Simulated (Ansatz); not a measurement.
TaAg (model structure, P4/mmm, No. 123, 2 atoms in the cell) was calculated with PBEsol (PAW; Ansatz, a first-principles code).

Run with plane-wave cutoff 520 eV, 20×20×14 k mesh (along the axes of the cell as run), Fermi–Dirac smearing 0.05 eV, no spin polarisation, scalar-relativistic PAW data made under PBE.

Cell (relaxed at this level):

```yaml
crystal:
  lattice:
    - [2.79579, 0.00000, 0.00000]
    - [0.00000, 2.79579, 0.00000]
    - [0.00000, 0.00000, 4.31822]
  atoms:
    - { symbol: Ag, position: [0.00000, 0.00000, 0.00000] }
    - { symbol: Ta, position: [0.50000, 0.50000, 0.50000] }
```

What does this level give for the bulk modulus?


- bulk modulus: 177 GPa

The run finds no gap.

Note: the bulk modulus is −V dP/dV from two relaxed cells at ±2 % in volume; the relaxation could raise the start's symmetry but not lower it, so the cell can be a saddle point.

Spin–orbit coupling is not included.

It cost about 2.2 core-minutes (a rough figure) of CPU time.

A model structure was made by putting elements into a prototype or built by hand; it is no filed structure, need not be a known phase, and can be a saddle point held by its symmetry.
